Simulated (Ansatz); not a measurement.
## A computed series for Cu: response to strain

Take Cu in the fcc (Cu type) structure (space group Fm-3m, No. 225; a = 3.518 Å; relaxed with 0.1 eV smearing) as the base. Axes: x, y, z lie along the cube axes.

Strains are applied to the cell and any free atomic positions relax; under biaxial strain the out-of-plane vector relaxes too.

Calculations: DFT with LDA, PAW potentials and a 420 eV plane-wave cutoff in Ansatz (a quantum-chemistry and plane-wave program), scalar-relativistic without spin-orbit coupling.

Notes on the quantities. energy relative to the base: free energy F.

| variant | ratio −ε⊥/ε∥ | shortest interatomic distance | energy relative to the base |
|---|---|---|---|
| base | – | 2.488 Å | 0 meV/atom |
| biaxial strain −2.00 %, plane normal [001], relaxed out of plane | 1.38 | 2.438 Å | ? |
| biaxial strain −1.50 %, plane normal [001], relaxed out of plane | 1.39 | 2.451 Å | ? |
| biaxial strain −1.00 %, plane normal [001], relaxed out of plane | 1.40 | 2.463 Å | +1.2 meV/atom |
| biaxial strain −0.50 %, plane normal [001], relaxed out of plane | – | 2.475 Å | +0.3 meV/atom |
| biaxial strain +0.50 %, plane normal [001], relaxed out of plane | – | 2.485 Å | +0.3 meV/atom |
| biaxial strain +1.50 %, plane normal [001], relaxed out of plane | 1.45 | 2.480 Å | +2.2 meV/atom |
| biaxial strain +2.00 %, plane normal [001], relaxed out of plane | 1.47 | ? | ? |
| biaxial strain +2.50 %, plane normal [001], relaxed out of plane | 1.48 | 2.474 Å | +5.7 meV/atom |
| biaxial strain +3.00 %, plane normal [001], relaxed out of plane | 1.50 | 2.471 Å | +7.8 meV/atom |

Question: Fill in the withheld entries from the trend.

Answer: 
- biaxial strain −2.00 %, plane normal [001], relaxed out of plane, energy relative to the base: +5.1 meV/atom
- biaxial strain −1.50 %, plane normal [001], relaxed out of plane, energy relative to the base: +2.8 meV/atom
- biaxial strain +2.00 %, plane normal [001], relaxed out of plane, shortest interatomic distance: 2.477 Å
- biaxial strain +2.00 %, plane normal [001], relaxed out of plane, energy relative to the base: +3.8 meV/atom

Stability against distortions was not tested. The final runs are not spin-polarised.
